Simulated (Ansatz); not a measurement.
The reference is MgS in the rock salt structure (space group Fm-3m, No. 225; a = 5.182 Å).

Levels (all Ansatz, a program for electronic structure, PAW): PBEsol (420 eV, spin-orbit coupling left out); HSE06 (420 eV, no spin-orbit coupling).

Its gap is 2.73 eV with PBEsol and 3.83 eV with HSE06.

The change: O replaces 33.3 % of the S, ordered in a cell of 6 atoms (starting symmetry P-3m1) and fully relaxed.

With PBEsol the gap becomes 1.48 eV.

Question: If the HSE06 correction stayed the same, what would the HSE06 gap be, and what does the HSE06 run give?

Answer: A rigid correction of +1.10 eV gives 2.58 eV. The HSE06 run gives 2.64 eV, so the correction itself changes by +0.06 eV.

Single points use the geometry relaxed with PBEsol. HSE06 was sampled on its mesh, a few special points and the semilocal edge points, so its gap is an upper bound. These are small ordered cells, not random alloys; other orderings at the same x differ. Whether these cells are dynamically stable was not tested.
